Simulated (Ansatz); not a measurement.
Sr2TaNO3 (Immm, No. 71, 7 atoms in the cell; start mp-1218704)

These are r²SCAN+SOC in Ansatz (plane waves, PAW) values and carry that method's errors.

Settings: plane-wave cutoff 560 eV, 12×12×12 k mesh, Fermi–Dirac smearing 0.01 eV, PAW data made under PBE.

Cell (relaxed with PBEsol):

```cif
data_N2O6Sr4Ta2
_chemical_formula_sum 'Sr4 Ta2 N2 O6'
_space_group_name_H-M_alt 'Immm'
_space_group_IT_number 71
_space_group_name_Hall '-I 2 2'
_cell_length_a 3.99145
_cell_length_b 4.05028
_cell_length_c 12.55154
_cell_angle_alpha 90.000
_cell_angle_beta 90.000
_cell_angle_gamma 90.000
loop_
_atom_site_label
_atom_site_type_symbol
_atom_site_symmetry_multiplicity
_atom_site_Wyckoff_symbol
_atom_site_fract_x
_atom_site_fract_y
_atom_site_fract_z
_atom_site_occupancy
Sr1 Sr 4 i 0.00000 0.00000 0.35525 1
Ta1 Ta 2 a 0.00000 0.00000 0.00000 1
N1 N 2 d 0.00000 0.50000 0.00000 1
O1 O 4 i 0.00000 0.00000 0.16144 1
O2 O 2 b 0.50000 0.00000 0.00000 1
```
(The calculation used a cell of 7 atoms; values per cell refer to that cell.)

* **band gap**: 1.02 eV (direct)

Note: cell and atoms aren't relaxed at this level (largest force component 0.09 eV/Å, pressure 1.7 GPa).

Static lattice: no zero-point or thermal effects.

A start named mp-… is a Materials Project structure, which need not be a measured phase.

Ansatz is an electronic-structure program.
